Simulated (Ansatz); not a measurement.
Take Sn in the diamond structure (space group Fd-3m, No. 227; a = 6.474 Å; relaxed with 0.1 eV smearing) as the base. Axes: x, y, z lie along the cube axes.

All numbers come from Ansatz (a first-principles code) LDA, scalar-relativistic without spin-orbit coupling.

Strains are applied to the cell and any free atomic positions relax.

One change was made to it. Results:

```csv
quantity,base,after
energy relative to the base (free energy F),0 meV/atom,+4.4 meV/atom
"pressure (mean of the normal stresses, compression positive)",0.0 GPa,1.2 GPa
shortest interatomic distance,2.804 Å,2.780 Å
```

### Question
Which of these changes matches the shifts?
(A) uniaxial strain ε_zz = +1.50 %
(B) uniaxial strain ε_zz = −2.00 %
(C) uniaxial strain ε_zz = +2.00 %
(D) uniaxial strain ε_zz = +1.00 %
(E) uniaxial strain ε_zz = −2.50 %

### Answer
E, uniaxial strain ε_zz = −2.50 %. For comparison, the energy relative to the base in the other runs: uniaxial strain ε_zz = +1.00 % gives +0.7 meV/atom; uniaxial strain ε_zz = +2.00 % gives +2.8 meV/atom; uniaxial strain ε_zz = −2.00 % gives +2.8 meV/atom; uniaxial strain ε_zz = +1.50 % gives +1.6 meV/atom.

Stability against distortions was not tested.
